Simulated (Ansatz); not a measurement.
# A computed series for PbTe: response to strain

The reference is PbTe in the rock salt structure (space group Fm-3m, No. 225).

```
PbTe
1.0
    0.00000     3.28473     3.28473
    3.28473     0.00000     3.28473
    3.28473     3.28473     0.00000
Te Pb
1 1
Direct
  0.50000   0.50000   0.50000
  0.00000   0.00000   0.00000
```

Strains are applied to the cell and any free atomic positions relax.

Calculations: Kohn–Sham DFT with the PBE functional, run in Ansatz (a quantum-chemistry and plane-wave program) with PAW and 420 eV plane waves, scalar-relativistic without spin-orbit coupling.

```tsv
case	electron mass	shortest interatomic distance	band gap
base	0.31 mₑ along k, 0.11 mₑ across (at L)	3.285 Å	0.83 eV
isotropic strain −2.00 %	0.27 mₑ along k, 0.10 mₑ across (at L)	3.219 Å	0.71 eV
isotropic strain −1.50 %	0.28 mₑ along k, 0.10 mₑ across (at L)	3.235 Å	0.74 eV
isotropic strain −1.00 %	0.29 mₑ along k, 0.10 mₑ across (at L)	3.252 Å	0.77 eV
isotropic strain −0.50 %	0.30 mₑ along k, 0.11 mₑ across (at L)	3.268 Å	0.80 eV
isotropic strain +1.00 %	0.32 mₑ along k, 0.11 mₑ across (at L)	3.318 Å	0.88 eV
isotropic strain +1.50 %	0.33 mₑ along k, 0.11 mₑ across (at L)	3.334 Å	0.90 eV
isotropic strain +2.00 %	0.33 mₑ along k, 0.11 mₑ across (at L)	3.350 Å	0.92 eV
isotropic strain +2.50 %	0.34 mₑ along k, 0.11 mₑ across (at L)	3.367 Å	0.94 eV
isotropic strain +3.00 %	0.35 mₑ along k, 0.11 mₑ across (at L)	3.383 Å	0.96 eV
```

With Pb and Te present, leaving out spin-orbit coupling can change the band edges. Effective masses come from finite differences of ±0.01 Å⁻¹. Along k means along the line from Γ to the band edge. Stability against distortions was not tested.
